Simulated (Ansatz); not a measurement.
Base system: Zr in the hcp (Mg type) structure (space group P6_3/mmc, No. 194; a = 3.244 Å, c = 5.158 Å; relaxed with 0.1 eV smearing). Axes: x lies along a and z along c of the hexagonal cell.

The values are results of r2SCAN (Ansatz, a first-principles code, PAW, no SOC), not measurements.

Now apply this change: the cell is compressed by 1.50 % along x with no lateral relaxation, atoms relaxed at fixed cell.

Task: Predict the stress tensor and what it implies for the stiffness.

Result: Stress of the strained cell less that of the base (GPa, compression positive):
```
    2.3     0.0     0.0
    0.0     1.1     0.0
    0.0     0.0     1.0
```

Then −Δσ_ii/ε with ε = -0.0150 gives secant stiffness values (nonlinear terms included at this strain): C11 ≈ 152 GPa, C12 ≈ 72 GPa and C13 ≈ 64 GPa.

Whether these cells are dynamically stable was not tested. The final runs are not spin-polarised.
